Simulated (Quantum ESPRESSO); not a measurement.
# Refining one setting for Mg₆AlBi (Amm2, 8 atoms in the cell)

```cif
data_Al2Bi2Mg12
_chemical_formula_sum 'Mg12 Al2 Bi2'
_space_group_name_H-M_alt 'Amm2'
_space_group_IT_number 38
_space_group_name_Hall 'A 2 -2'
_cell_length_a 5.26361
_cell_length_b 6.54449
_cell_length_c 10.84033
_cell_angle_alpha 90.000
_cell_angle_beta 90.000
_cell_angle_gamma 90.000
loop_
_atom_site_label
_atom_site_type_symbol
_atom_site_symmetry_multiplicity
_atom_site_Wyckoff_symbol
_atom_site_fract_x
_atom_site_fract_y
_atom_site_fract_z
_atom_site_occupancy
Mg1 Mg 4 d 0.00000 0.25085 0.08388 1
Mg2 Mg 4 e 0.50000 0.25994 0.41669 1
Mg3 Mg 2 b 0.50000 0.50000 0.16929 1
Mg4 Mg 2 b 0.50000 0.50000 0.66412 1
Al1 Al 2 a 0.00000 0.00000 0.83248 1
Bi1 Bi 2 a 0.00000 0.00000 0.33297 1
```
(The calculation used a cell of 8 atoms; values per cell refer to that cell.)

Method: LDA (PW92), PseudoDojo standard norm-conserving (LDA) pseudopotentials (plane waves; Quantum ESPRESSO).

The starting cell comes from a database of computed structures (which also holds hypothetical and non-ambient phases and stackings), without a prior relaxation at this level. Without a gap this mesh is coarse (it stands for a supercell whose shortest vector is 19 Å).

Held fixed: ecutwfc = 85 Ry; occupations = smearing; smearing = cold; degauss = 0.0147 Ry; potentials = {Mg: Mg.upf, Al: Al.upf, Bi: Bi.upf}; K_POINTS = automatic 4 3 3 0 0 0; mixing_beta = 0.3.

ΔF is the free energy per atom less that of the last row (7.3e-14 Ry).

The series runs over conv_thr = 0.0073 Ry; 0.00073 Ry; 7.3e-05 Ry; 7.3e-06 Ry; 7.3e-07 Ry; 7.3e-08 Ry; 7.3e-10 Ry; 1e-10 Ry; 7.3e-12 Ry; 7.3e-14 Ry.

Problem. From which setting on does the largest force stay within 0.02 eV/Å of the last one?

Solution. From conv_thr = 7.3e-05 Ry on; the one before it is off by 0.025 eV/Å. The value it settles on is 0.137 eV/Å at this level of theory and with the other settings as held.

```
conv_thr    ΔF (meV/atom)  pressure (GPa)  largest force (eV/Å)  iterations
----------  -------------  --------------  --------------------  ----------
0.0073 Ry            0.41           -4.65                 0.137           3
0.00073 Ry           0.04           -2.30                 0.163           4
7.3e-05 Ry           0.01           -2.23                 0.133           5
7.3e-06 Ry           0.00           -2.76                 0.147           6
7.3e-07 Ry           0.00           -2.73                 0.138           7
7.3e-08 Ry           0.00           -2.75                 0.137           8
7.3e-10 Ry           0.00           -2.75                 0.137          10
1e-10 Ry             0.00           -2.74                 0.137          11
7.3e-12 Ry           0.00           -2.74                 0.137          12
7.3e-14 Ry           0.00           -2.74                 0.137          14
```
